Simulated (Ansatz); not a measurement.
The reference is Mg2Sn (space group Fm-3m, No. 225; a = 6.747 Å; relaxed with 0.1 eV smearing). Axes: x, y, z lie along the cube axes.

The values are results of Ansatz (a first-principles code) PBEsol, no SOC, not measurements.

Strains are applied to the cell and any free atomic positions relax.

One change was made to it. Results:

```tsv
quantity	base	after
pressure (mean of the normal stresses, compression positive)	0.0 GPa	0.9 GPa
energy relative to the base (free energy F)	0 meV/atom	+2.5 meV/atom
```

Name the change that was made.
(A) uniaxial strain ε_zz = +2.00 %
(B) uniaxial strain ε_zz = −0.50 %
(C) uniaxial strain ε_zz = +1.00 %
(D) uniaxial strain ε_zz = −2.00 %

D, uniaxial strain ε_zz = −2.00 %. For comparison, the pressure in the other runs: uniaxial strain ε_zz = +2.00 % gives -0.8 GPa; uniaxial strain ε_zz = +1.00 % gives -0.4 GPa; uniaxial strain ε_zz = −0.50 % gives 0.2 GPa.

Stability against distortions was not tested.
